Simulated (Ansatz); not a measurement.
Base system: BeS in the zinc blende structure (space group F-43m, No. 216; a = 4.8381 Å). Axes: x, y, z lie along the cube axes.

All numbers come from PBEsol/PAW in Ansatz (a quantum-chemistry and plane-wave program), no spin-orbit coupling.

For the base:

| Quantity | Result |
|---|---|
| Electron mass | 0.80 mₑ along k, 0.28 mₑ across (at X) |
| Smallest direct gap | 5.54 eV |
| Pressure | -0.01 GPa |
| Band gap | 2.91 eV |

It is then changed as follows: compressive biaxial strain of 0.50 % in the plane normal to [001], as in epitaxy on a mismatched substrate; the out-of-plane cell vector and the atoms relax.

Task: What happens to the electron mass?

Result: The electron mass becomes 0.79 mₑ along k, 0.28 mₑ across (at X) (base: 0.80 mₑ along k, 0.28 mₑ across (at X)).

Task: What happens to the smallest direct gap?

Result: The smallest direct gap decreases by 0.01 eV, from 5.54 eV to 5.53 eV.

Task: What does the calculation give for the pressure after the change?

Result: The pressure (mean of the normal stresses, compression positive) grows by 0.59 GPa (-0.01 GPa → 0.58 GPa).

Task: Predict the new band gap.

Result: The band gap decreases by 0.054 eV (2.91 eV → 2.85 eV).

Effective masses come from finite differences of ±0.01 Å⁻¹. Along k means along the line from Γ to the band edge. Whether these cells are dynamically stable was not tested.
